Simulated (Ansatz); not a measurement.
## WSe2: pressure series

Take WSe₂ in the 2H-MoS2 type structure (space group P6_3/mmc, No. 194; a = 3.279 Å, c = 12.786 Å; layered, stacked along the Cartesian z axis) as the base.

Cell and atoms are relaxed at each pressure.

All numbers come from Ansatz (a program for electronic structure), PBE-D3(BJ), PAW, cutoff 420 eV, no spin-orbit coupling.

Two rows of this table had their results exchanged by mistake.

```csv
pressure,volume per atom (Å³),shortest distance (Å),band gap
pressure −2 GPa,21.05,2.543,1.08 eV
pressure −1 GPa,20.31,2.538,0.95 eV
pressure 0.3 GPa,19.73,2.533,0.85 eV
pressure 0.7 GPa,17.61,2.502,0.47 eV
pressure 1.5 GPa,19.32,2.528,0.78 eV
pressure 3 GPa,18.91,2.523,0.71 eV
pressure 5 GPa,18.47,2.516,0.63 eV
pressure 7.5 GPa,18.00,2.509,0.54 eV
pressure 10 GPa,19.58,2.531,0.83 eV
```

Which two?

The rows for pressure 0.7 GPa and pressure 10 GPa: the volume has to fall steadily with pressure, so 19.58 Å³ belongs to pressure 0.7 GPa and 17.61 Å³ to pressure 10 GPa.

Spin-orbit coupling, missing from the scalar runs, can matter with W. Load acts through the strain it causes; cell and atoms are relaxed under it. Whether these cells are dynamically stable was not tested. No other phases were tried under pressure.
